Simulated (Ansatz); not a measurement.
# F on the 1x1 (101) surface of anatase TiO2 (cut with top plane O), one in a 2x1 cell, started at the site 'bridge O-O-O (span 3.8 Å)'

Host crystal: anatase TiO2, with a band gap (PBE, scalar-relativistic without spin-orbit coupling).

Computed with PBE (plane waves to 420 eV, PAW; Ansatz, a first-principles code).

Set-up: 37 atoms, 9.4 Å thick at the start under the adsorbate (thin: gaps and levels are the slab's own); mesh 3x4x1; 0.01 eV smearing; dipole correction on; 14 atoms held, the rest relaxed; no symmetry held; spin-polarised, ending with about 1.0 μB a cell; orders that need a larger cell were not tried, no spin-orbit, no U, no dispersion correction. At the end it is bonded to Ti. In PBE this state lies 0.89 eV over the lowest of the starts that converged ('bridge O-O (span 2.8 Å)').

The energy of the end state, in which the adsorbate broke or entered a bond of the host, against ½ F2(g) comes out as 96 meV, the gap of the slab on its k-mesh comes out as 0.16 eV and the highest filled level below the top vacuum level is 8.24 eV. The change of the step from the bottom to the top vacuum level, against the clean slab comes out as 0.71 eV. The energy released by relaxation is 0.91 eV and the height of the binding atom over the mean of the host atoms within 0.3 Å of the top one comes out as 0.716 Å. The magnetic moment of the cell is 1.00 μB and the largest move of a host atom comes out as 0.82 Å. The note is in the relaxation the adsorbate left its starting site by 1.9 Å. The cost comes out as around 2.3 core-hours (rough).

A negative adsorption energy means that the adsorbate is more stable on the surface than in its reference.
